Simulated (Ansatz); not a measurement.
# AlCo: Al → Ti

Take AlCo in the CsCl type structure (space group Pm-3m, No. 221; a = 2.824 Å; weakly magnetic (sensitive to the mesh)) as the base.

It is then changed as follows: every Al is replaced by Ti; the structure is relaxed again.

Computed with Ansatz (a program for electronic structure), r2SCAN, PAW, cutoff 500 eV, without spin-orbit coupling. Settings: 16×16×16 k-points, 0.05 eV Fermi–Dirac smearing.

Volume per atom: 13.33 Å³ (base 11.26 Å³)
Density: 6.65 g/cm³ (base 6.34 g/cm³)
Lattice parameter a: 2.988 Å (base 2.824 Å)
Space group: Pm-3m (No. 221) (base Pm-3m (No. 221))
Shortest interatomic distance: 2.587 Å (base 2.446 Å)
Band gap: zero (base zero)
Magnetic state: ferromagnetic (base weakly magnetic (sensitive to the mesh))
Largest site moment: 1.40 μB (base 0.13 μB)

The magnetic state is the one reached from the starting moments; the real material's order can differ, and small cells can't hold many antiferromagnetic ones. No phonon test of stability was made. Starting moments died away, wholly or in part, for the base; another magnetic solution may exist.
